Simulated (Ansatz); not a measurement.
# W: uniaxial strain ε_zz = +5.02 %

Start from W in the bcc (W type) structure (space group Im-3m, No. 229; a = 3.169 Å; relaxed with 0.1 eV smearing). Axes: x, y, z lie along the cube axes.

One thing is altered: the cell is stretched by 5.02 % along z with no lateral relaxation, atoms relaxed at fixed cell.

Level of theory: r2SCAN (Ansatz, an electronic-structure program, PAW, spin-orbit coupling left out). Settings: 29×29×29 k-points, 0.1 eV Fermi–Dirac smearing.

The volume per atom goes up by 0.80 Å³, from 15.91 Å³ to 16.71 Å³ and the space group goes from Im-3m (No. 229) to I4/mmm (No. 139). The shortest interatomic distance increases by 0.088 bohr to 5.274 bohr and the energy rises by 61 meV/atom. The band gap is still zero and the stress (xx, yy, zz, yz, xz, xy; compression positive) amounts to (-9.1, -9.1, -23.2, 0.0, 0.0, 0.0) GPa.

Stability against distortions was not tested. The final runs are not spin-polarised.
